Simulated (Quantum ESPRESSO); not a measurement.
## Short convergence ladders for Zr (P6_3/mmc, 2 atoms in the cell)

```xyz
2
Lattice="1.6231 -2.8112 0.0000 1.6231 2.8112 0.0000 0.0000 0.0000 5.1757" Properties=species:S:1:pos:R:3 pbc="T T T"
Zr     1.6231     0.9371     1.2939
Zr     1.6231    -0.9371     3.8818
```

Base method: PBE, PSlibrary ultrasoft (PBE) pseudopotentials (plane waves; Quantum ESPRESSO).

Base settings: ecutwfc = 55 Ry; ecutrho = 330 Ry; occupations = smearing; smearing = gaussian; degauss = 0.0073499 Ry; potentials = {Zr: Zr.pbe-spn-rrkjus_psl.1.0.0.UPF}; K_POINTS = automatic 6 6 3 0 0 0; conv_thr = 1e-10 Ry; mixing_beta = 0.4.

Core times come from one kind of shared machine, to one figure; runs under 30 s give none.

**Zone-centre phonons against the cutoff**

In this ladder: ph.x.tr2_ph = 1e-14; ph.x.fildyn = dyn.G; dynmat.x.fildyn = dyn.G; dynmat.x.asr = crystal. Moved along: ecutrho.

The mesh stays at the base's, so the ladder's end is converged at best in this setting alone.

Frequencies are those of the unrelaxed cell, without the LO-TO term of polar crystals.

Only quantities that move along the ladder and can be compared are tabulated.

```csv
ecutwfc,highest zone-centre frequency (cm⁻¹)
28 Ry,134.6
33 Ry,143.6
38 Ry,138.2
47 Ry,139.4
55 Ry,139.4
82 Ry,139.2
```

Coarsest ecutwfc that holds the highest zone-centre frequency within 2 cm⁻¹ of the last step, with all finer ones: 38 Ry; the step before is off by 4.4 cm⁻¹.

**Zone-centre phonons against the SCF threshold**

In this ladder: ph.x.tr2_ph = 1e-14; ph.x.fildyn = dyn.G; dynmat.x.fildyn = dyn.G; dynmat.x.asr = crystal.

The mesh stays at the base's, so the ladder's end is converged at best in this setting alone.

Frequencies are those of the unrelaxed cell, without the LO-TO term of polar crystals.

Only quantities that move along the ladder and can be compared are tabulated.

| conv_thr | highest zone-centre frequency (cm⁻¹) | core time / last (rough) |
|---|---|---|
| 7.3e-05 Ry | 124.0 | 0.8 |
| 7.3e-07 Ry | 141.3 | 0.5 |
| 7.3e-09 Ry | 139.3 | 1.0 |
| 7.3e-11 Ry | 139.4 | 0.5 |
| 7.3e-13 Ry | 139.4 | 1 |

Coarsest conv_thr that holds the highest zone-centre frequency within 1 cm⁻¹ of the last step, with all finer ones: 7.3e-09 Ry; the step before is off by 1.9 cm⁻¹.

On the base run: the starting cell has typed, rounded lattice constants, without a prior relaxation at this level. Its lattice was rescaled by up to half a per cent. Without a gap this mesh is coarse (it stands for a supercell whose shortest vector is 16 Å).
